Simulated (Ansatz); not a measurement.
System: interstitial H in polar orthorhombic HfO2 (charge state +1). The step: a direct jump of one H atom; the atom moves 1.33 Å along (-0.19, 0.13, -0.12) of the unit cell; the moving atom starts with neighbours O at 0.98, O at 1.95 Å and ends with O at 1.00, O at 1.75, O at 2.04 Å. A PBE band in Ansatz (plane-wave PAW, the Γ point alone, 96 host sites, 32 SCF runs with any check of the saddle's order, static, no finite-size correction) gives a forward barrier of 0.40 eV. The saddle point's order was not checked. The host's phase is taken as given; its stability against other phases was not computed. The charge state is imposed; whether it is stable for some Fermi level was not computed. Sites that were not tried may lie lower.

Single points at the band's start and saddle point can refine it. Rough cost of one point, in units of the band's mean SCF on the same machine:

```
Level                                             Cost of one point
------------------------------------------------  -----------------
PBE, a 2×2×2 k-point mesh shifted by half a step            about 9
r2SCAN at 500 eV, the Γ point alone                         about 2
```

Task: Which of these move the barrier by more than 0.1 eV, and how far does each move it?

Result: Not one does. PBE, a 2×2×2 k-point mesh shifted by half a step: 0.00 eV; r2SCAN at 500 eV, the Γ point alone: +0.04 eV. Each functional is compared with PBE at the same k-points.

Ansatz is an electronic-structure program.
